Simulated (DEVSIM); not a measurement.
Structure: illuminated Si n-on-p cell, one wavelength, with a back-surface field, at 250 K.

Layer 1 from the left is Si, thickness (μm) 0.740, Nd (cm⁻³) 9.1e17, τn (s) 0.00012, τp (s) 1.9e-5, absorption coefficient (cm⁻¹) 29000. Layer 2 from the left is Si, thickness (μm) 24.0, Na (cm⁻³) 1.4e17, τn (s) 0.00015, τp (s) 0.00015, absorption coefficient (cm⁻¹) 29000. Layer 3 from the left is Si, thickness (μm) 0.540, Na (cm⁻³) 4.8e18, τn (s) 0.00015, τp (s) 0.00015, absorption coefficient (cm⁻¹) 29000.

Left contact: ohmic, minority hole recombination velocity 10000 cm/s. Right contact: ohmic, minority electron recombination velocity 400 cm/s. Voltage is applied to the left contact. Recombination: SRH at mid-gap, radiative, Auger. Light enters at the left, 4.4e17 photons cm⁻² s⁻¹, one pass, no reflection. Mobility is μmin + (μ − μmin)/(1 + (N/Nref)^α).

The device is made up for the run: typed textbook-type constants, with dimensions and the other settings drawn at random. Values at 300 K; Nc and Nv go as T^1.5, mobilities as T to minus their exponent, the gap by Varshni's rule with the affinity fixed.

Si: gap (eV) 1.124, affinity (eV) 4.05, permittivity 11.7, Nc (cm⁻³) 2.86e19, Nv (cm⁻³) 3.1e19, μn (cm²/Vs) 1417, μp (cm²/Vs) 470, μn,min 52, μp,min 45, Nref,n 9.7e16, Nref,p 2.2e17, αn 0.68, αp 0.72, T exponent of μn 2.3, T exponent of μp 2.2, B (cm³/s) 4.7e-15, Cn (cm⁶/s) 2.8e-31, Cp (cm⁶/s) 9.9e-32, Varshni α (eV/K) 0.000473, Varshni β (K) 636.

Simulated with DEVSIM: 1D drift-diffusion, Boltzmann statistics, complete ionisation; no tunnelling, impact ionisation, image-force lowering or self-heating.

Dark forward current:

```
|V| (V)  |J| (A/cm²)
-------  -----------
0.45        1.293e-8
0.50        1.245e-7
0.55        1.244e-6
0.60        1.259e-5
0.65       0.0001279
0.70        0.001302
0.75         0.01325
0.80          0.1347
0.85           1.353
0.90           12.56
0.95           94.30
1.00           558.7
1.05            2755
```

Problem. Work out the local ideality factor n = ΔV / (kT/q · ln(J2/J1)) between the rows 0.45 and 0.50 V, 0.65 and 0.70 V, 1.00 and 1.05 V.

Solution. kT/q = 21.54 mV. From 0.45 to 0.50 V: ln(1.245e-7/1.293e-8) = 2.265, n = 1.02, near the 1 of diffusion or emission over a barrier. From 0.65 to 0.70 V: ln(0.001302/0.0001279) = 2.320, n = 1.00, near the 1 of diffusion or emission over a barrier. From 1.00 to 1.05 V: ln(2755/558.7) = 1.596, n = 1.45.

Problem. What current could the absorbed light give at most, and what share is collected?

Solution. Σ αd = 73.3, so qΦ(1 − exp(−Σ αd)) = 70.5 mA/cm². The simulated short-circuit current is 64.92 mA/cm², a share of 0.92.

Problem. Estimate the open-circuit voltage by superposition: the voltage at which the dark current equals that short-circuit current.

Solution. Interpolating ln J in the table gives 0.784 V. The simulation gives 0.784 V, the same within the digits that matter. Superposition holds where collection doesn't change with voltage.

Problem. Estimate the fill factor from FF0 = (v − ln(v + 0.72))/(v + 1), v = qVoc/(nkT), with n from the dark curve.

Solution. The rows about Voc, 0.75 and 0.80 V, give n = 1.00, so v = 36.4 and FF0 = 0.877. The simulation gives 0.875, the same within the digits that matter.
